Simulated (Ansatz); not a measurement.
The parent structure is Ag in the fcc (Cu type) structure (space group Fm-3m, No. 225; a = 4.054 Å).

Computed with plane-wave PAW DFT at the PBEsol level (Ansatz, a first-principles code, 420 eV), spin-orbit coupling left out.

Base values:

| Item | Result |
|---|---|
| Lattice parameter a | 4.054 Å |

Modification: a negative pressure, −2 GPa.

### Question
Predict the new lattice parameter a.

### Answer
The lattice parameter a rises by 0.024 Å to 4.078 Å.

Load acts through the strain it causes; cell and atoms are relaxed under it. Stability against distortions was not tested.
